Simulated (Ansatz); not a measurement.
A constructed model of the (0001) surface of hcp Ru, a layer of In in place of the third plane (bottom of the slab: a bare face, its two planes held)

The numbers are results of PBE (plane waves to 420 eV, PAW; Ansatz, a first-principles code), not measurements.

Slab: 6 atoms, 10.7 Å thick at the start with caps and adatoms (thin: gaps and levels are the slab's own); k 16x16x1, smearing 0.1 eV, dipole-corrected; 2 atoms held, the rest relaxed; start symmetry kept, larger cells not searched; no spin, no spin-orbit, no U. In PBE it is, or lies within 0.01 eV a 1x1 cell of, the lowest of the 2 structures of its composition computed so far; subsurface sites and larger cells were not tried.

```
Item                                                            Result
-----------------------------  ---------------------------------------
work function of the top face                                  4.96 eV
energy released by relaxation                                  0.70 eV
cost                           about 2.8 core-minutes (a rough figure)
```
